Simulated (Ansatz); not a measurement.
Cell and atoms of amorphous silicon carbide (Si$_{24}$C$_{40}$):

```
C5Si3
1.0
    8.83692     0.00000     0.00000
    0.00000     8.83692     0.00000
    0.00000     0.00000     8.83692
Si C
24 40
Cartesian
  5.13214   6.75789   8.38342
  4.70240   4.87109   6.34929
  0.96141   0.65993   6.74305
  0.63919   5.11647   1.53657
  1.79286   0.13389   1.99992
  8.22114   3.15821   2.89252
  7.66419   4.31731   5.59517
  0.63145   0.68612   3.97514
  3.37205   6.44417   1.74270
  1.53614   3.13912   5.69333
  5.81009   1.62405   1.41223
  1.40931   7.09168   3.29552
  7.42069   7.73062   5.45030
  6.42892   4.14882   0.21431
  7.61704   1.38593   7.17377
  6.47781   1.59487   4.58279
  2.72184   2.49870   2.73271
  7.28971   7.16692   1.55470
  5.22439   4.29596   3.37238
  3.02606   3.52752   0.77807
  5.61004   7.56686   3.15222
  2.53957   8.51318   8.77939
  0.15088   2.16024   0.72384
  1.78286   4.92318   3.96771
  3.43871   3.79491   3.91339
  6.01377   5.83195   0.93217
  8.69465   5.45019   6.65834
  8.74897   6.80656   6.32277
  3.51925   0.69406   2.64592
  5.26883   0.27177   5.88373
  6.38716   8.04350   7.98234
  1.71501   2.58444   8.51806
  7.41935   1.14847   0.28770
  3.83769   0.45483   4.05321
  6.34923   2.66764   3.04279
  2.42433   1.35096   7.96789
  6.25369   6.56470   4.59546
  4.74142   2.54726   7.89587
  0.90054   7.63702   6.89095
  1.79080   1.35287   5.22287
  3.09258   4.19210   5.32214
  1.12406   3.45669   7.44053
  6.79446   2.77638   6.19542
  6.07898   5.18229   4.90575
  5.04921   5.72381   2.16201
  1.69940   7.13671   7.91210
  6.43681   8.76076   6.73358
  0.23375   3.87627   4.42641
  2.37314   5.26653   0.63421
  7.87691   0.41347   4.57271
  0.86287   4.86691   7.50503
  5.76363   3.37136   7.14924
  8.19679   3.81593   1.07934
  3.78640   1.63444   7.41709
  3.14856   0.83818   5.18735
  4.67325   0.04727   1.77966
  4.05659   0.86492   6.26033
  0.86556   1.83555   2.48893
  4.07169   7.91246   0.68412
  0.06538   6.68483   2.14746
  7.14959   8.48187   0.21889
  4.84186   3.00174   0.46677
  1.67372   5.76864   8.28016
  5.17492   0.11262   4.42589
```

These are PBE, scalar-relativistic without spin-orbit coupling (plane waves to 420 eV, PAW; Ansatz, a first-principles code) values and carry that method's errors. Neutral PBE cell, which sets geometry, pressure and energy: sampling: a 2×2×2 Γ-centred mesh; Fermi-Dirac width 0.05 eV; no spin polarisation.

The cell was made by melting and quenching with the CHGNet potential and then relaxed with DFT. It is the lowest in DFT energy of 2 quenches. It is a model cell: composition and starting density were chosen by hand, and all elements were melted together. No dispersion term was used. A short ab initio anneal came between quench and relaxation. Its density started from a set value of 2.78 and ended at 2.78 g/cm³. Cooling (nominally 430 K/ps over its main leg) ran many orders faster than in experiment, which tends to leave more defects and strain. One small periodic cell is one sample of the glass; other quenches scatter about these values. The volume was held where the preparation left it.

Q: Give the pressure, the energy against reference phases and the spacing of the highest filled and lowest empty levels.

A: 
```json
{
 "Pressure on a 2×2×2 Γ-centred mesh": "3.78 GPa",
 "Largest force and stress component on that mesh (the relaxation ran on one k-point at (1/4, 1/4, 1/4))": "0.24 eV/Å and 10.1 GPa",
 "Energy relative to 6H silicon carbide + graphite (lowest mix at this level among the phases computed, not always the ambient ones)": "0.652 eV/atom",
 "Gap on a 2×2×2 Γ-centred mesh (PBE)": "within the smearing (under twice its width)"
}
```

Q: At PBE and the zone centre, how localised are the states just below and above the Fermi level (participation number: the atoms over which a state spreads)?

A: The highest filled state is spread over 34.9 atoms' worth, largest on C38, with weights by element (charge in smoothed Voronoi cells) C 0.77, Si 0.23. The lowest empty state is spread over 13.6 atoms' worth, largest on C37, with weights by element (charge in smoothed Voronoi cells) C 0.71, Si 0.29.

The levels at the Fermi energy are partly filled. A closed spacing in one fast-quenched cell at PBE doesn't show the material to be a metal.

Bonds are counted up to Si-Si 2.66 Å, Si-C 2.28 Å, C-C 1.76 Å.

A PBE run started with 1 μB on atoms that lack a bond or may hold spare charge lost its moments; other starts weren't tried.
